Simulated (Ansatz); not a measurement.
For ScOF (P2₁/c, No. 14, 12 atoms in the cell; start mp-4661), LDA (Ansatz, an electronic-structure program, plane waves, PAW) gives:

```
Quantity                Value
---------------  ------------
cohesive energy  7.57 eV/atom
band gap              4.55 eV
```

Question: What does r²SCAN+rVV10 (plane waves, PAW; Ansatz) give for the same quantities?

Answer: 
- cohesive energy: 6.78 eV/atom (drops by 0.79 eV/atom)
- band gap: 5.04 eV (rises by 0.49 eV)

Changes are worked out from the printed values.

Unless a cell is named, each level is at its own relaxed cell (LDA 10.91, r²SCAN+rVV10 11.34 Å³/atom).

Density-functional gaps are differences of (generalised) Kohn–Sham levels.

Caveats: the relaxation could not lower the start's symmetry, so the cell can be a saddle point above a distorted one (LDA, r²SCAN+rVV10). Ansatz's density-functional and Hartree–Fock values are scalar-relativistic unless marked +SOC, with PAW data made under PBE.

A start named mp-… is a Materials Project structure, which need not be a measured phase.
